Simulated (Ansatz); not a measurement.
## Evanescent states of SiO₂ (P3_121, 9 atoms a cell, 12.6 Å³ an atom) along the normal of (001)

Calculation: r2SCAN (plane waves, PAW; Ansatz, a quantum-chemistry and plane-wave program).

The gap is the functional's own. No spin-orbit coupling. Mid-gap values are those at the computed energy nearest the middle.

Energies count from the valence-band top; κ is the least over a 12×12 mesh across the current.

```json
[
 {"E (eV)": "0.15", "κ (1/Å)": "0.235", "where": "off Γ"},
 {"E (eV)": "0.45", "κ (1/Å)": "0.387", "where": "off Γ"},
 {"E (eV)": "0.75", "κ (1/Å)": "0.461", "where": "Γ"},
 {"E (eV)": "1.05", "κ (1/Å)": "0.511", "where": "Γ"},
 {"E (eV)": "1.35", "κ (1/Å)": "0.525", "where": "Γ"},
 {"E (eV)": "1.65", "κ (1/Å)": "(withheld)", "where": "Γ"},
 {"E (eV)": "1.95", "κ (1/Å)": "(withheld)", "where": "Γ"},
 {"E (eV)": "2.25", "κ (1/Å)": "(withheld)", "where": "Γ"},
 {"E (eV)": "2.55", "κ (1/Å)": "(withheld)", "where": "Γ"},
 {"E (eV)": "2.85", "κ (1/Å)": "(withheld)", "where": "Γ"},
 {"E (eV)": "3.15", "κ (1/Å)": "(withheld)", "where": "Γ"},
 {"E (eV)": "3.45", "κ (1/Å)": "(withheld)", "where": "Γ"},
 {"E (eV)": "3.75", "κ (1/Å)": "(withheld)", "where": "Γ"},
 {"E (eV)": "4.05", "κ (1/Å)": "(withheld)", "where": "Γ"},
 {"E (eV)": "4.35", "κ (1/Å)": "(withheld)", "where": "Γ"},
 {"E (eV)": "4.65", "κ (1/Å)": "(withheld)", "where": "Γ"},
 {"E (eV)": "4.95", "κ (1/Å)": "(withheld)", "where": "Γ"},
 {"E (eV)": "5.25", "κ (1/Å)": "0.381", "where": "Γ"},
 {"E (eV)": "5.55", "κ (1/Å)": "0.342", "where": "Γ"},
 {"E (eV)": "5.85", "κ (1/Å)": "0.295", "where": "Γ"},
 {"E (eV)": "6.15", "κ (1/Å)": "0.233", "where": "Γ"},
 {"E (eV)": "6.45", "κ (1/Å)": "0.137", "where": "Γ"}
]
```

Problem. Complete the blanks.

Solution. 
- 1.65, κ (1/Å): 0.531
- 1.95, κ (1/Å): 0.534
- 2.25, κ (1/Å): 0.535
- 2.55, κ (1/Å): 0.532
- 2.85, κ (1/Å): 0.528
- 3.15, κ (1/Å): 0.520
- 3.45, κ (1/Å): 0.510
- 3.75, κ (1/Å): 0.497
- 4.05, κ (1/Å): 0.481
- 4.35, κ (1/Å): 0.462
- 4.65, κ (1/Å): 0.439
- 4.95, κ (1/Å): 0.413
